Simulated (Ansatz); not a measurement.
**SnS (Cmcm, No. 63, 4 atoms in the cell; start mp-559676; a measured phase of this formula has another space group)**

These are PBEsol (Ansatz, a program for electronic structure, PAW) values and carry that method's errors.

Settings: plane-wave cutoff 500 eV, 10×10×10 k mesh, Fermi–Dirac smearing 0.05 eV, scalar-relativistic PAW data made under PBE.

Cell (relaxed at this level):

Space group Cmcm (No. 63); a = 4.0374 Å, b = 11.3079 Å, c = 4.0380 Å, α = 90.00°, β = 90.00°, γ = 90.00°

```tsv
atom	site	symmetry	x	y	z
Sn	4c	m2m	0.0000	0.1233	0.7500
S	4c	m2m	0.0000	0.6478	0.2500
```
(The calculation used a cell of 4 atoms; values per cell refer to that cell.)

For SnS (Cmcm, No. 63, 4 atoms in the cell; start mp-559676; a measured phase of this formula has another space group), the band gap comes out as none.

Note: the relaxation could not lower the start's symmetry, so the cell can be a saddle point above a distorted one.

Spin–orbit coupling is not included.

The computed numbers hold no vibrational or temperature effects.

Cost on a shared machine: around 3 core-minutes (rough).

A start named mp-… is a Materials Project structure, which need not be a measured phase.
